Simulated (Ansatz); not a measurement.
**Al: uniaxial strain ε_zz = −1.52 %**

The reference is Al in the fcc (Cu type) structure (space group Fm-3m, No. 225; a = 3.9920 Å). Axes: x, y, z lie along the cube axes.

One thing is altered: uniaxial strain ε_zz = −1.52 %, all other strain components held at zero; the atoms relax in the strained cell.

Method: Ansatz (a first-principles code), r2SCAN, PAW, cutoff 500 eV, no spin-orbit coupling. Γ-centred 20×20×20 mesh, Fermi–Dirac width 0.05 eV.

The volume per atom decreases by 0.24 Å³ to 15.66 Å³ and the shortest interatomic distance decreases by 0.0214 Å (2.823 Å → 2.801 Å). The energy goes up by 1.4 meV/atom and the band gap remains zero. The stress (xx, yy, zz, yz, xz, xy; compression positive) comes out as (1.2, 1.2, 2.0, 0.0, 0.0, 0.0) GPa (rough).

Final structure:

```
Al
1.0
    0.00000     1.99599     1.96565
    1.99599     0.00000     1.96565
    1.99599     1.99599     0.00000
Al
1
Direct
  0.00000   0.00000   0.00000
```

Without a gap, meshes like the base's 20×20×20 leave anisotropic stresses uncertain by several tenths of a GPa, and small strain energies with them. Stability against distortions was not tested.
